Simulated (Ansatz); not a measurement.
# Response to strain in CdTe

Take CdTe in the zinc blende structure (space group F-43m, No. 216; a = 6.489 Å) as the base. Axes: x, y, z lie along the cube axes.

Strains are applied to the cell and any free atomic positions relax; under biaxial strain the out-of-plane vector relaxes too.

All numbers come from plane-wave PAW DFT at the PBEsol level (Ansatz, a first-principles code, 420 eV), no spin-orbit coupling.

Notes on the quantities. in-plane stress: mean in-plane stress (compression positive); energy relative to the base: free energy F.

| variant | in-plane stress | energy relative to the base | ratio −ε⊥/ε∥ | band gap |
|---|---|---|---|---|
| base | – | 0 meV/atom | – | 0.65 eV |
| biaxial strain −2.50 %, plane normal [111], relaxed out of plane | +1.9 GPa | +10 meV/atom | 0.86 | 0.62 eV |
| biaxial strain −2.08 %, plane normal [111], relaxed out of plane | +1.6 GPa | +6.9 meV/atom | 0.85 | 0.63 eV |
| biaxial strain −1.67 %, plane normal [111], relaxed out of plane | +1.3 GPa | +4.4 meV/atom | 0.85 | 0.64 eV |
| biaxial strain −1.25 %, plane normal [111], relaxed out of plane | +0.9 GPa | +2.5 meV/atom | 0.85 | 0.64 eV |
| biaxial strain −0.83 %, plane normal [111], relaxed out of plane | +0.6 GPa | +1.1 meV/atom | 0.85 | 0.65 eV |
| biaxial strain −0.42 %, plane normal [111], relaxed out of plane | +0.3 GPa | +0.3 meV/atom | – | 0.65 eV |
| biaxial strain +0.42 %, plane normal [111], relaxed out of plane | -0.3 GPa | +0.3 meV/atom | – | 0.61 eV |
| biaxial strain +0.83 %, plane normal [111], relaxed out of plane | -0.6 GPa | +1.0 meV/atom | 0.80 | 0.57 eV |

Spin-orbit coupling, missing from the scalar runs, can matter with Te. Whether these cells are dynamically stable was not tested.
